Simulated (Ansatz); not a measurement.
Base system: TiB2 (space group P6/mmm, No. 191; a = 3.0324 Å, c = 3.2238 Å; relaxed with 0.1 eV smearing).

Level of theory: DFT with PBE, PAW potentials and a 420 eV plane-wave cutoff in Ansatz (a program for electronic structure), no SOC.

For the base:

```
Property    Value
--------  -------
Pressure  0.0 GPa
Band gap     zero
```

One thing is altered: an isotropic linear strain of −1.00 %, atoms relaxed at fixed cell.

Problem. Predict the new energy relative to the base.

Solution. The energy increases by 6.3 meV/atom.

Problem. What does the calculation give for the pressure after the change?

Solution. The pressure (mean of the normal stresses, compression positive) goes from zero to 8.2 GPa.

Problem. Estimate the effect on the band gap.

Solution. The band gap is still zero.

Stability against distortions was not tested. The final runs are not spin-polarised.
